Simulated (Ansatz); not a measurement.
A self-consistent single point of LaRu2 (R3m, 6 atoms in the cell) with Ansatz (a first-principles code).

Method: PBEsol, default PAW files made with PBE (plane waves; Ansatz).

```yaml
crystal:
  lattice:
    - [0.00000, 3.85176, 3.85176]
    - [3.85176, 0.00000, 3.85176]
    - [3.85176, 3.85176, 0.00000]
  atoms:
    - { symbol: La, position: [0.25375, 0.25375, 0.25375] }
    - { symbol: La, position: [0.00000, 0.00000, 0.00000] }
    - { symbol: Ru, position: [0.62500, 0.62500, 0.12500] }
    - { symbol: Ru, position: [0.62500, 0.12500, 0.62500] }
    - { symbol: Ru, position: [0.62500, 0.62500, 0.62500] }
    - { symbol: Ru, position: [0.12500, 0.62500, 0.62500] }
```

Reference input (self-consistent single point, DFT, PBEsol, plane waves, default PAW files made with PBE): basis.ecutwfc = 30.9 Ry; kpoints.mp_grid.grid = 6 6 6; hamiltonian.xc = pbesol; hamiltonian.pseudopotentials = {kind: paw} (the program's default PAW files); scf.occupations.method = gaussian; scf.occupations.width = 0.0073 Ry. This run's input differs from it in these lines:

Ansatz 0.2 input:
```diff
@@ -16,3 +16,3 @@
   mp_grid:
-    grid: [6, 6, 6]
+    grid: [5, 5, 5]
 hamiltonian:
@@ -24,3 +24,3 @@
     method: gaussian
-    width: 0.0073 Ry
+    width: 0.0037 Ry
 output:
```

Output (repeated stretches shortened):

```
SCF iter   1: F=—  HF=-35588.866257 eV  |F-HF|=—  |Δ(HF+E_count)|=         —  Δρ=6.32e-3  dr2=3.69e-2  ethr=1.77e-3  ⟨swp⟩=6.8  Hψ=3745  notcnv=0  defer=3
all-band conjugate gradients solve this SCF's bands
preconditioner: auto → Kerker (q_TF=auto, 2.602 Å⁻¹)
SCF iter   2: F=—  HF=-35588.864078 eV  |F-HF|=—  |Δ(HF+E_count)|=   2.18e-3  Δρ=2.98e-3  dr2=1.05e-2  ethr=4.29e-5  ⟨swp⟩=2.2  Hψ=2039  notcnv=0  defer=62
   [... lines left out ...]
SCF iter   4: F=—  HF=-35588.862306 eV  |F-HF|=—  |Δ(HF+E_count)|=   1.81e-4  Δρ=3.72e-4  dr2=1.61e-4  ethr=1.16e-6  ⟨swp⟩=2.2  Hψ=1507  notcnv=0  defer=62
SCF iter   5: F=—  HF=-35588.862261 eV  |F-HF|=—  |Δ(HF+E_count)|=   4.51e-5  Δρ=8.65e-5  dr2=1.06e-5  ethr=1.87e-7  ⟨swp⟩=2.0  Hψ=1523  notcnv=0  defer=62
SCF iter   6: F=—  HF=-35588.862258 eV  |F-HF|=—  |Δ(HF+E_count)|=   2.96e-6  Δρ=1.52e-5  dr2=4.55e-7  ethr=1.24e-8  ⟨swp⟩=2.1  Hψ=1456  notcnv=0  defer=62
SCF iter   7: F=-35588.862258 eV  HF=-35588.862258 eV  |F-HF|=1.53e-8  |Δ(HF+E_count)|=   5.99e-8  Δρ=3.91e-6  dr2=2.37e-8  ethr=1.16e-10  ⟨swp⟩=12.9  Hψ=4846  notcnv=0
SCF 1 converged in 7 iterations: F = -35588.862258 eV  dr2 = 2.37e-8
Free energy (F): -35588.862258 eV
Internal energy: -35588.850477 eV  (E = F + TS)
E sigma→0 (E₀):  -35588.856368 eV
Entropy (-TS):   -0.011780 eV (-1.963 meV/atom)
Fermi energy:    17.740995 eV
--- Forces (eV/Å), atoms counted from 1 ---
  atom   1  La    -0.15379429    -0.15379429    -0.15379429
  atom   2  La     0.03344576     0.03344576     0.03344576
  atom   3  Ru     0.02962416     0.02962416     0.06796913
  atom   4  Ru     0.02962416     0.06796913     0.02962416
  atom   5  Ru    -0.00687509    -0.00687509    -0.00687509
  atom   6  Ru     0.06796913     0.02962416     0.02962416
--- Stress (GPa, compression-positive) ---
       -6.067029       0.002004       0.002004
        0.002004      -6.067029       0.002004
        0.002004       0.002004      -6.067029
  P = ⅓ Tr σ = -6.0670 GPa (-60.670 kbar)
  The stress holds the Pulay correction. Without it, at fixed plane waves, as pw.x and ABINIT print it: P = -6.0885 GPa
```

The run converged in 7 iterations. Against the reference run the free energy drops by 1.0 meV/atom, the pressure goes from -5.87 to -6.07 GPa and the largest force moves little (0.262 to 0.266 eV/Å).

The starting cell comes from a database of computed structures (which also holds hypothetical and non-ambient phases and stackings), without a prior relaxation at this level. Its lattice was rescaled by up to half a per cent. One atom was moved a little off its site on purpose. Spin polarisation is off. With a pressure of about -6 GPa the cell is away from its equilibrium volume at this level. Ansatz's pressure includes its estimate of the finite-basis (Pulay) stress.
